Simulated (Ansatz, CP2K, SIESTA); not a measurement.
**Code comparison for Zn₂GeS₃ (P3m1, 6 atoms in the cell)**

Relaxation of cell and atoms.

```
CELL_PARAMETERS angstrom
      3.85802     0.00000     0.00000
     -1.92901     3.34114     0.00000
      0.00000     0.00000    10.53289
ATOMIC_POSITIONS crystal
  Zn 0.66667 0.33333 0.35154
  Zn 0.33333 0.66667 0.64820
  Ge 0.00000 0.00000 0.99998
  S  0.00000 0.00000 0.28468
  S  0.66667 0.33333 0.58446
  S  0.33333 0.66667 0.88114
```

Shared settings, as Ansatz (a program for electronic structure) writes them: kpoints.mp_grid.grid = 9 9 3; scf.occupations.method = fixed. Potentials and cutoffs stand in the table.

```
code                                                                                                                            model  final volume (Å³/atom)  gap on the mesh (eV)       cutoff
------  -----------------------------------------------------------------------------------------------------------------------------  ----------------------  --------------------  -----------
CP2K                                                       PBEsol, GPW, DZVP-MOLOPT-SR-GTH basis, GTH-PBE potentials (GTH_POTENTIALS)                   21.80                 0.896  grid 600 Ry
Ansatz                                                                                                PBEsol, PAW files made with PBE                   21.54                 0.933      30.9 Ry
SIESTA  GGA PBEsol, numerical atomic orbitals DZP, PseudoDojo PBEsol standard norm-conserving potentials (rewritten from UPF to PSML)                   21.34                 0.957  grid 300 Ry
```

Gaps are read on the mesh.

The spread over the programs that give each value: final volume within 0.46 Å³/atom; gap on the mesh within 0.061 eV.

CP2K and SIESTA use small atom-centred bases, whose incompleteness enters pressures, forces and empty levels differently from a plane-wave cutoff. The programs treat the finite-basis stress differently while the cell relaxes: Ansatz adds an estimate of it.

The starting cell comes from a database of computed structures (which also holds hypothetical and non-ambient phases and stackings), without a prior relaxation at this level.

Keys are those of Ansatz 0.2.
